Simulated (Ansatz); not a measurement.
Surface energy of faces of beta tin in PBE and in r2SCAN, in Ansatz (plane waves, PAW). Symmetric slabs relaxed with PBE from ideal cuts in 1x1 cells (the lowest computed cut and spin start of each face; real faces may reconstruct in larger cells); r2SCAN values are single points on them, with the bulk at the same level. No spin-orbit coupling, no U.

| face | PBE (J/m²) | r2SCAN (J/m²) |
|---|---|---|
| (100) | 0.42 | 0.51 |
| (101) | 0.38 | 0.41 |
| (110) | 0.51 | 0.61 |
| (210) | 0.39 | 0.46 |
| (211) | 0.39 | 0.47 |
| (301) | 0.38 | 0.42 |
| (310) | 0.37 | 0.47 |
| (320) | 0.41 | 0.48 |
| (321) | 0.42 | ? |

Question: Fit a straight line y = a·x + b by least squares to the 8 complete rows (x: PBE (J/m²); y: r2SCAN (J/m²)).

Answer: the means are x̄ = 0.4062 and ȳ = 0.4788; Σ(x − x̄)² = 0.014187 and Σ(x − x̄)(y − ȳ) = 0.018162, so a = 1.280 and b = ȳ − a·x̄ = -0.041. The largest residual is 0.038.

Question: What does the line predict for the withheld row, (321), and what did the calculation give?

Answer: the line gives 0.50; the calculation gave 0.48, a miss of -0.02, of the size of the fitted rows' scatter and rounding.

Ansatz is a first-principles code.
